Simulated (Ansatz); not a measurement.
## CdS: response to strain

Base system: CdS in the zinc blende structure (space group F-43m, No. 216; a = 5.879 Å). Axes: x, y, z lie along the cube axes.

Strains are applied to the cell and any free atomic positions relax; under biaxial strain the out-of-plane vector relaxes too.

Method: Ansatz (an electronic-structure program), r2SCAN, PAW, cutoff 500 eV, without spin-orbit coupling, earlier PAW set.

Notes on the quantities. energy relative to the base: free energy F.

```json
[
 {"change": "base", "energy relative to the base": "0 meV/atom", "space group": "F-43m (No. 216)", "hole mass": "0.16, 0.78, 0.78 mₑ (at Γ)"},
 {"change": "biaxial strain −4.09 %, plane normal [001], relaxed out of plane", "energy relative to the base": "+14 meV/atom", "space group": "I-4m2 (No. 119)", "hole mass": "–"},
 {"change": "biaxial strain +0.76 %, plane normal [111], relaxed out of plane", "energy relative to the base": "…", "space group": "R3m (No. 160)", "hole mass": "0.14 mₑ out of plane, 1.8 mₑ in plane (at Γ)"},
 {"change": "isotropic strain −2.50 %", "energy relative to the base": "…", "space group": "F-43m (No. 216)", "hole mass": "…"},
 {"change": "isotropic strain −1.66 %", "energy relative to the base": "+13 meV/atom", "space group": "F-43m (No. 216)", "hole mass": "…"}
]
```

### Question
Complete the table.

### Answer

- biaxial strain +0.76 %, plane normal [111], relaxed out of plane, energy relative to the base: +0.9 meV/atom
- isotropic strain −2.50 %, energy relative to the base: +29 meV/atom
- isotropic strain −2.50 %, hole mass: 0.17, 0.71, 0.71 mₑ (at Γ)
- isotropic strain −1.66 %, hole mass: 0.17, 0.73, 0.73 mₑ (at Γ)

The levels and masses belong to the bands next to the band gap. Masses are band curvatures over ±0.01 Å⁻¹ around the edge. No phonon test of stability was made.
